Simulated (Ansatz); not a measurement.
Consider the following.

```xyz
6
Lattice="4.5847 0.0000 0.0000 0.0000 4.5847 0.0000 0.0000 0.0000 2.9501" Properties=species:S:1:pos:R:3 pbc="T T T"
Ti     0.0000     0.0000     0.0000
Ti     2.2924     2.2924     1.4751
O      1.3955     1.3955     0.0000
O      3.6879     0.8968     1.4751
O      0.8968     3.6879     1.4751
O      3.1892     3.1892     0.0000
```

No spin polarisation.

The values are results of r2SCAN/PAW in Ansatz (an electronic-structure program), scalar-relativistic without spin-orbit coupling, not measurements. k-mesh 7×7×11 (Γ-centred); smearing 0.05 eV (Fermi–Dirac).

What gap character does the calculation give?

Direct at Γ.

What electron mass does the calculation give?

0.58 mₑ along c, 1.2 mₑ across (at Γ).

What band gap does the calculation give?

2.23 eV.

Predict the valence-band top at Γ (three highest levels, from the VBM).

0.00, -0.48, -0.48 eV.

Load acts through the strain it causes; cell and atoms are relaxed under it. Masses are band curvatures over ±0.01 Å⁻¹ around the edge. Stability against distortions was not tested. All final runs are without spin polarisation. The cell was made from TiO₂ in the rutile structure (space group P4_2/mnm, No. 136) by this change: pressure 1.5 GPa.
